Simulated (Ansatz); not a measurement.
Base system: W in the bcc (W type) structure (space group Im-3m, No. 229; relaxed with 0.1 eV smearing).

```yaml
crystal:
  lattice:
    - [-1.57711, 1.57711, 1.57711]
    - [1.57711, -1.57711, 1.57711]
    - [1.57711, 1.57711, -1.57711]
  atoms:
    - { symbol: W, position: [0.00000, 0.00000, 0.00000] }
```

Cartesian axes are those of the cell as printed.

Level of theory: PBEsol, PAW, 420 eV (Ansatz, a quantum-chemistry and plane-wave program; spin-orbit coupling left out).

Base values:

```
Quantity            Value
---------------  --------
Volume per atom  15.69 Å³
```

Perturbation: biaxial strain −1.00 %, plane normal [001], relaxed out of plane (Cartesian); in-plane vectors clamped, the third vector and the atoms free.

**Question.** How does this affect the in-plane stress, volume per atom and energy relative to the base?

**Answer.** The mean in-plane stress (compression positive) is +6.1 GPa; the volume per atom decreases by 0.19 Å³ to 15.50 Å³; the energy rises by 5.9 meV/atom.

Whether these cells are dynamically stable was not tested. The final runs are not spin-polarised.
